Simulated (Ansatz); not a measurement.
End structure of the (100) surface of germanium, 1 pair of surface atoms bonded, Ga on one of 2 atoms of the third shell, Cl on every dangling bond (bottom of the slab: built like the top, H on every dangling bond, free):

```yaml
crystal:
  lattice:
    - [8.14587, 0.00000, 0.00000]
    - [0.00000, 4.07294, 0.00000]
    - [0.00000, 0.00000, 33.00000]
  atoms:
    - { symbol: Ge, position: [0.34476, 0.00000, 0.29897] }
    - { symbol: Ge, position: [0.65524, 0.00000, 0.29897] }
    - { symbol: Ge, position: [0.26392, 0.50000, 0.33740] }
    - { symbol: Ge, position: [0.73608, 0.50000, 0.33740] }
    - { symbol: Ge, position: [0.50000, 0.50000, 0.38491] }
    - { symbol: Ge, position: [0.00000, 0.50000, 0.37774] }
    - { symbol: Ge, position: [0.50000, 0.00000, 0.42696] }
    - { symbol: Ge, position: [0.00000, 0.00000, 0.42306] }
    - { symbol: Ge, position: [0.75000, 0.00000, 0.46872] }
    - { symbol: Ge, position: [0.25000, 0.00000, 0.46872] }
    - { symbol: Ge, position: [0.75000, 0.50000, 0.51235] }
    - { symbol: Ge, position: [0.25000, 0.50000, 0.51235] }
    - { symbol: Ge, position: [0.00000, 0.50000, 0.55732] }
    - { symbol: Ge, position: [0.50000, 0.50000, 0.55465] }
    - { symbol: Ga, position: [0.00000, 0.00000, 0.60388] }
    - { symbol: Ge, position: [0.50000, 0.00000, 0.59816] }
    - { symbol: Ge, position: [0.25816, 0.00000, 0.64413] }
    - { symbol: Ge, position: [0.74184, 0.00000, 0.64413] }
    - { symbol: Ge, position: [0.34258, 0.50000, 0.68275] }
    - { symbol: Ge, position: [0.65742, 0.50000, 0.68275] }
    - { symbol: H, position: [0.27972, 0.00000, 0.25462] }
    - { symbol: H, position: [0.72028, 0.00000, 0.25462] }
    - { symbol: Cl, position: [0.24743, 0.50000, 0.74434] }
    - { symbol: Cl, position: [0.75257, 0.50000, 0.74434] }
```

Model: 24-atom slab, 16.6 Å thick at the start with caps and adatoms, 4x7x1 mesh, Fermi-Dirac 0.025 eV, dipole correction, 4 atoms held, the rest relaxed; start symmetry kept, larger cells not searched; spin-polarised, no spin-orbit, no U. The slab shows no gap on its mesh. The starting moment vanished. It is one candidate, not shown to be the stable structure of the face.

Task: Estimate the work function of the top face that Ansatz (a quantum-chemistry and plane-wave program) with PBE returns for this input.

Result: 6.34 eV
